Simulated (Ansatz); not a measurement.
Ansatz (an electronic-structure program) is run on BPd₂ (Pnnm, 6 atoms in the cell), and the run fails. The aim is a self-consistent single point with DFT, PBEsol, plane waves, default PAW files made with PBE.

Cell that was meant: a = 4.7179 Å, b = 5.1403 Å, c = 3.1513 Å, α = 90.00°, β = 90.00°, γ = 90.00°.

Part of the input:

Ansatz 0.2 input:
```yaml
hamiltonian:
  xc: pbesol
  pseudopotentials: { kind: paw }
magnetization:
  spin_orbit: true
scf:
  occupations: { method: gaussian, width: 0.1 eV }
output:
```

The program printed (abridged):

```
Error: inconsistent input (magnetization.spin_orbit, magnetization.noncollinear): true requires noncollinear: true — spin–orbit coupling acts on 2-spinor wavefunctions; set both flags
```

Task: From the messages shown, name the fault and mend the input.

Result: The fault is spin-orbit coupling without the non-collinear switch. Spin-orbit coupling mixes the two spin components, so the orbitals must be spinors. To fix it, switch non-collinear spin on with it, or drop the coupling. The program stopped before any SCF iteration.

An input that runs soundly differs in these lines (not the only fix; some lines may just follow from the change or write a value another way):
```diff
-magnetization:
-  spin_orbit: true
```

With that input, the run converged in 6 iterations: free energy E − TS (on the zero of these files) -27933.6702 eV; Fermi level (on the code's own zero) 17.33 eV; pressure -4.92 GPa; largest force (vector length) 0.028 eV/Å (DFT, PBEsol, plane waves, default PAW files made with PBE).

On the sound input: the starting cell comes from a database of computed structures (which also holds hypothetical and non-ambient phases and stackings), without a prior relaxation at this level. Spin polarisation is off. With a pressure of about -5 GPa the cell is away from its equilibrium volume at this level. Ansatz's pressure includes its estimate of the finite-basis (Pulay) stress.
